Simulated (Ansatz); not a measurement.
Results of LDA (Ansatz, a quantum-chemistry and plane-wave program, plane waves, PAW) for 1T (CdI2-type) MnI2.

Numerical settings: plane-wave cutoff 520 eV, 12×12×6 k mesh (along the axes of the cell as run), Fermi–Dirac smearing 0.01 eV, spin-polarised with parallel moments, scalar-relativistic PAW data made under PBE.

Response to compression and expansion:

Shape and atoms are relaxed at each volume.

```json
[
 {"V (Å³/atom)": "29.297", "P (GPa)": "0.98", "direct gap at Γ (eV)": "0.909", "smallest gap on the k mesh (eV)": "0.297", "c (Å)": "6.453"},
 {"V (Å³/atom)": "29.908", "P (GPa)": "0.44", "direct gap at Γ (eV)": "0.923", "smallest gap on the k mesh (eV)": "0.356", "c (Å)": "6.529"},
 {"V (Å³/atom)": "30.518", "P (GPa)": "0.00", "direct gap at Γ (eV)": "0.935", "smallest gap on the k mesh (eV)": "0.408", "c (Å)": "6.607"},
 {"V (Å³/atom)": "31.129", "P (GPa)": "-0.35", "direct gap at Γ (eV)": "0.942", "smallest gap on the k mesh (eV)": "0.452", "c (Å)": "6.694"},
 {"V (Å³/atom)": "31.739", "P (GPa)": "-0.60", "direct gap at Γ (eV)": "0.944", "smallest gap on the k mesh (eV)": "0.486", "c (Å)": "6.790"}
]
```

The fundamental gap (0.41 eV at the equilibrium volume, with added k points) lies elsewhere than Γ–Γ.

Note: the magnetic order was assumed, not searched for or taken from measurement; the volume lies 10 % below that of the published cell; the bulk modulus comes from volumes at which shape and atoms were relaxed.

Spin–orbit coupling is not included; with these elements it can move the gap by several tenths of an eV or more.
